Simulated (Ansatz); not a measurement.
Take AlN (space group P4_2/mnm, No. 136; a hypothetical phase, not in the database extracts checked) as the base.

```yaml
crystal:
  lattice:
    - [5.29426, 0.00000, 0.00000]
    - [0.00000, 5.29426, 0.00000]
    - [0.00000, 0.00000, 3.10896]
  atoms:
    - { symbol: Al, position: [0.32285, 0.67715, 0.00000] }
    - { symbol: Al, position: [0.67715, 0.32285, 0.00000] }
    - { symbol: Al, position: [0.82285, 0.82285, 0.50000] }
    - { symbol: Al, position: [0.17715, 0.17715, 0.50000] }
    - { symbol: N, position: [0.31530, 0.31530, 0.00000] }
    - { symbol: N, position: [0.68470, 0.68470, 0.00000] }
    - { symbol: N, position: [0.18470, 0.81530, 0.50000] }
    - { symbol: N, position: [0.81530, 0.18470, 0.50000] }
```

Cartesian axes are those of the cell as printed.

All numbers come from Kohn–Sham DFT with the PBEsol functional, run in Ansatz (a first-principles code) with PAW and 420 eV plane waves, no spin-orbit coupling.

Now apply this change: an isotropic linear strain of −0.93 %, atoms relaxed at fixed cell.

Problem. Predict the stress tensor and what it implies for the stiffness.

Solution. Stress of the strained cell less that of the base (GPa, compression positive):
```
   5.26    0.00    0.00
   0.00    5.26    0.00
   0.00    0.00    6.46
```

Then B = −ΔP/(ΔV/V₀) with ΔV/V₀ = -0.0276 gives secant stiffness values (nonlinear terms included at this strain): B (at held cell shape, above the free-shape value) ≈ 205 GPa.

As a check, the harmonic strain energy −½ V₀ Δσ:ε is 5.4 meV/atom; the computed energy rise is 5.2 meV/atom.

No phonon test of stability was made.
